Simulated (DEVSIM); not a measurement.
System: n-channel Si planar bulk MOSFET with SiON, at 300 K.

```yaml
gate_length: 50 nm
source_drain_length: 20 nm
dielectric_thickness: 1 nm
lateral_straggle: 1.9 nm
underlap: 0 nm
junction_depth: 12.6 nm
substrate_depth: 90 nm
gate_work_function: 4.22 eV
source_and_drain_doping: 2e20 cm⁻³, Gaussian tails under the gate
body_doping: 4.1e18 cm⁻³
lifetime: 5e-7 s
supply: 0.6 V
halo_peak: 7.6e18 cm⁻³
```

All mobilities are scaled by 0.2; velocity saturation, μ/(1 + (μE/vsat)^b)^(1/b) with b = 2 for electrons and 1 for holes and E the electric field along each mesh edge, is on. Mobility is μmin + (μ − μmin)/(1 + (N/Nref)^α).

Constants are typed, rounded textbook-type inputs, not results; the design itself was drawn at random and stands for no fabricated device. Values at 300 K.

Si: gap (eV) 1.124, affinity (eV) 4.05, permittivity 11.7, Nc (cm⁻³) 2.86e19, Nv (cm⁻³) 3.1e19, μn (cm²/Vs) 1417, μp (cm²/Vs) 470, μn,min 52, μp,min 45, Nref,n 9.7e16, Nref,p 2.2e17, αn 0.68, αp 0.72, vsat,n (cm/s) 1e7, vsat,p (cm/s) 8.4e6. SiON: gap (eV) 7, affinity (eV) 1.4, permittivity 5.5.

DEVSIM, 2D drift-diffusion, Boltzmann statistics, complete ionisation; no quantum confinement, tunnelling, impact ionisation, self-heating, contact resistance or fringe fields beside the gate. Metal contacts follow the ideal Schottky-Mott rule: no Fermi-level pinning, no interface dipoles.

Transfer curves, |Id| in μA/μm:

| Vg (V) | Vd = 0.05 V | Vd = 0.6 V |
|---|---|---|
| -0.15 | 2.618e-8 | 3.818e-8 |
| -0.12 | 6.958e-8 | 1.014e-7 |
| -0.09 | 1.841e-7 | 2.702e-7 |
| -0.06 | 4.881e-7 | 7.203e-7 |
| -0.03 | 1.298e-6 | 1.925e-6 |
| 0 | 3.458e-6 | 5.156e-6 |
| 0.03 | 9.227e-6 | 1.383e-5 |
| 0.06 | 2.465e-5 | 3.716e-5 |
| 0.09 | 6.596e-5 | 9.997e-5 |
| 0.12 | 0.0001766 | 0.0002692 |
| 0.15 | 0.0004733 | 0.0007257 |
| 0.18 | 0.001269 | 0.001957 |
| 0.21 | 0.003401 | 0.005276 |
| 0.24 | 0.009102 | 0.01421 |
| 0.27 | 0.02428 | 0.03814 |
| 0.3 | 0.06426 | 0.1016 |
| 0.33 | 0.1672 | 0.2664 |
| 0.36 | 0.4194 | 0.6747 |
| 0.39 | 0.9811 | 1.605 |
| 0.42 | 2.058 | 3.473 |
| 0.45 | 3.777 | 6.726 |
| 0.48 | 6.085 | 11.70 |
| 0.51 | 8.813 | 18.57 |
| 0.54 | 11.79 | 27.42 |
| 0.57 | 14.89 | 38.23 |
| 0.6 | 18.05 | 50.97 |

Q: Work out the subthreshold swing at low drain bias from the rows at 0.15 and 0.18 V, and compare it with the thermal limit.

A: log10(0.001269/0.0004733) = 0.428 over 30.0 mV, so S = 70.0 mV/decade. The limit kT/q ln 10 is 59.5 mV/decade; the ratio is 1.18. This is the steepest step of the table.

Q: Find both thresholds at the constant current 0.1 μA × (1 μm/L) a micrometre, and the DIBL.

A: The current is 2.00 μA/μm. Interpolating ln Id gives 0.419 V and 0.399 V; their difference over the 0.55 V of drain bias is 37 mV/V.

Source and drain are degenerate, where Boltzmann statistics are only rough. The electric field that drives the saturation includes the junctions' built-in field, which lowers the mobility there even at small currents: subthreshold currents come out too low, a known weakness of this choice.
